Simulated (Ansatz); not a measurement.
## Effect of pressure 1.5 GPa on CdI2

Take CdI2 in the CdI2 type structure (space group P-3m1, No. 164; a = 4.242 Å, c = 6.822 Å; layered, stacked along the Cartesian z axis) as the base.

One thing is altered: cell and atoms relaxed at a pressure of 1.5 GPa.

Method: PBE-D3(BJ), PAW, 420 eV (Ansatz, a quantum-chemistry and plane-wave program; scalar-relativistic without spin-orbit coupling). Settings: 9×9×5 k-points, 0.05 eV Fermi–Dirac smearing.

```tsv
quantity	base	changed	shift
volume per atom	35.44 Å³	33.14 Å³	-2.307 Å³
density	5.72 g/cm³	6.12 g/cm³	+0.40 g/cm³
lattice parameter a	424.2 pm	417.6 pm	-6.66 pm
c/a ratio	1.608	1.577	-0.0315
shortest interatomic distance	299.9 pm	296.9 pm	-3.0 pm
enthalpy H = E + PV relative to the base's energy	–	+0.32 eV/atom	–
band gap	2.30 eV	2.20 eV	-0.10 eV
gap character	indirect, k = (0, 0.111, -0.200) in the run's primitive reciprocal basis → k = (0, 0.444, 0.400) in the run's primitive reciprocal basis	indirect, K–Γ (77 % along) → k = (0, 0.444, 0.400) in the run's primitive reciprocal basis	–
smallest direct gap	2.57 eV	2.58 eV	+0.01 eV
width of the top valence band	1.18 eV	1.51 eV	+0.337 eV
```

Final structure:

```
CELL_PARAMETERS angstrom
      4.17551     0.00000     0.00000
     -2.08775     3.61610     0.00000
      0.00000     0.00000     6.58368
ATOMIC_POSITIONS crystal
  Cd 0.00000 0.00000 0.00000
  I  0.33333 0.66667 0.26327
  I  0.66667 0.33333 0.73673
```

With I present, leaving out spin-orbit coupling can change the band edges. Load acts through the strain it causes; cell and atoms are relaxed under it. No phonon test of stability was made.
